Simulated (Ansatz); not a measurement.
## A computed series for CdS: pressure series

The parent structure is CdS in the zinc blende structure (space group F-43m, No. 216; a = 5.879 Å).

Cell and atoms are relaxed at each pressure.

The values are results of r2SCAN in Ansatz (plane waves to 500 eV, PAW, spin-orbit coupling left out), earlier PAW set, not measurements.

Candidates:
(a) pressure −1 GPa
(b) pressure 50 GPa
(c) pressure 3 GPa

Base values:

The band gap is 1.54 eV.

Problem. Order them by band gap, lowest first.

Solution. (a) pressure −1 GPa (1.50 eV), (c) pressure 3 GPa (1.64 eV), (b) pressure 50 GPa (2.20 eV)

Load acts through the strain it causes; cell and atoms are relaxed under it. No phonon test of stability was made. Tetrahedral semiconductors of this kind turn to denser phases somewhere between about 1 and 50 GPa; those were not computed, so compressed cells here can lie past the real transition.

Ansatz is a program for electronic structure.
